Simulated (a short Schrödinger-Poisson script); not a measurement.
Structure: MOS inversion layer, SiO2 on p-type Si(111), at 400 K.

| layer | material | thickness (nm) | Na (cm⁻³) |
|---|---|---|---|
| 1 | SiO2 | 3.3 | - |
| 2 | Si | 410 | 1.1e18 |

The device is made up for the run: typed textbook-type constants, with dimensions and the other settings drawn at random. SiO2: permittivity 3.9, conduction-band edge (eV) 3.15, gap (eV) 9, electron mass (mₑ) 0.5. Si: permittivity 11.7, conduction-band edge (eV) 0, gap (eV) 1.124, Nv at 300 K (cm⁻³) 3.1e19.

Channel valleys (confinement mass, in-plane density-of-states mass, number): Δ6 0.258, 0.358, 6. At the gate the conduction-band edge of layer 1 lies 3.52 eV − eVg above the Fermi level of the channel; the field vanishes at the back. Gaps are held at their typed values at every temperature. Mesh 0.03 nm at interfaces.

From a short Schrödinger-Poisson script (our own, NumPy): 1D Poisson equation in equilibrium, electrons classical, Fermi-Dirac, parabolic valleys, classical holes, full ionisation, no traps, pinning or gate leakage.

The same stack at other levels of the model or other numerical settings:

```csv
run,sheet density of all electrons at Vg = 3.15 V (cm⁻²),sheet density of all electrons at Vg = 1.35 V (cm⁻²),capacitance at Vg = 3.15 V (μF/cm²),centroid of the channel electrons at Vg = 3.15 V (nm),rough cost against the base
base,1.34e13,2.59e12,0.987,0.52,about 1
"electrons treated as classical, Boltzmann",1.38e13,2.64e12,1.02,0.36,0.2
"electrons treated as quantum, Hartree",1.22e13,1.91e12,0.949,1.38,6
mesh six times as coarse,1.33e13,2.54e12,0.979,0.60,0.4
```

The classical rows ignore confinement, and Boltzmann statistics overrate the density once the band edge passes the Fermi level.
